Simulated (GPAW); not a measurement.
Troubleshooting GPAW: a failed run on RbHgI₃ (Pm-3m, 5 atoms in the cell). The aim is a self-consistent single point with DFT PBE, plane waves, GPAW PAW datasets PBE (gpaw-data 1.0.1).

The input file:

```python
from ase import Atoms
from ase.dft.kpoints import monkhorst_pack
from ase.units import GPa
from gpaw import GPAW, PW, FermiDirac

atoms = Atoms(['Rb', 'Hg', 'I', 'I', 'I'],
              cell=[[5.771335, 0.000000, 0.000000],
                    [0.000000, 5.771335, 0.000000],
                    [0.000000, 0.000000, 5.771335]],
              scaled_positions=[[0.000000, 0.000000, 0.000000],
                                [0.500000, 0.500000, 0.500000],
                                [0.000000, 0.500000, 0.500000],
                                [0.500000, 0.500000, 0.000000],
                                [0.500000, 0.000000, 0.500000]])

calc = GPAW(mode=PW(500),
            xc='PBE',
            kpts=monkhorst_pack((5, 5, 5)) + [0.5 / 5, 0.5 / 5, 0.5 / 5],
            occupations=FermiDirac(0.1),
            nbands=-9,
            symmetry={'symmorphic': False, 'tolerance': 0.0005},
            maxiter=100)

atoms.calc = calc

energy = atoms.get_potential_energy()
print('Energy (eV):', round(energy, 6))
forces = atoms.get_forces()
print('Forces (eV/Ang):')
print(forces.round(5))
stress = atoms.get_stress()
print('Stress (GPa, Voigt):', (stress / GPa).round(4))
```

Output (repeated stretches shortened):

```
Input parameters:
  kpts: [[-0.3 -0.3 -0.3],
         [-0.3 -0.3 -0.1],
         [-0.3 -0.3  0.1],
         ...,
         [ 0.5  0.5  0.1],
         [ 0.5  0.5  0.3],
         [ 0.5  0.5  0.5]]
  maxiter: 100
  mode: {ecut: 500.0,
         name: pw}
  nbands: -9
  occupations: {fixmagmom: False,
                name: fermi-dirac,
                width: 0.1}
  symmetry: {symmorphic: False,
             tolerance: 0.0005}
  xc: PBE

species:
  Rb:
    name: Rubidium
    Z: 37.0
    valence: 9
    core: 28
    charge: 0.0
    file: Rb.PBE.gz

    # Using partial waves for Rb as LCAO basis

  Hg:
    name: Mercury
    Z: 80.0
    valence: 18
    core: 62
    charge: 0.0
    file: Hg.PBE.gz

    # Using partial waves for Hg as LCAO basis

  I:
    name: Iodine
    Z: 53.0
    valence: 7
    core: 46
    charge: 0.0
    file: I.PBE.gz

    # Using partial waves for I as LCAO basis

Reference energy: -1194881.518150  # eV

Spin-paired calculation

Convergence criteria:
 Maximum [total energy] change in last 3 cyles: 0.0005 eV / valence electron
 Maximum integral of absolute [dens]ity change: 0.0001 electrons / valence electron
 Maximum integral of absolute [eigenst]ate change: 4e-08 eV^2 / valence electron
 Maximum number of scf [iter]ations: 100

Traceback (most recent call last):
   [... frames left out ...]
ValueError: K-points can only be used with PBCs!
```

Question: Read the log: what does the program object to, and what is the fix?

Answer: The fault is periodic boundary conditions left out; here the program stops on it instead of giving results. To fix it, switch periodicity on. The program stopped before any SCF iteration.

The sound input it was made from differs as follows (other fixes are possible):
```diff
-                                [0.500000, 0.000000, 0.500000]])
+                                [0.500000, 0.000000, 0.500000]],
+              pbc=True)
```

With that input, the run converged in 18 iterations: free energy E − TS (from the program's reference atoms) -9.6614 eV; Fermi level (on the code's own zero) 3.38 eV (DFT PBE, plane waves, GPAW PAW datasets PBE (gpaw-data 1.0.1)).

On the sound input: the starting cell was generated: these elements placed on a structure prototype, without a prior relaxation; it need not be a known phase or ordering of this composition. Spin-orbit coupling is off. The run gives no clean gap (levels at the Fermi energy touch, overlap or are partly filled at this smearing), which alone does not show that the compound is a metal.
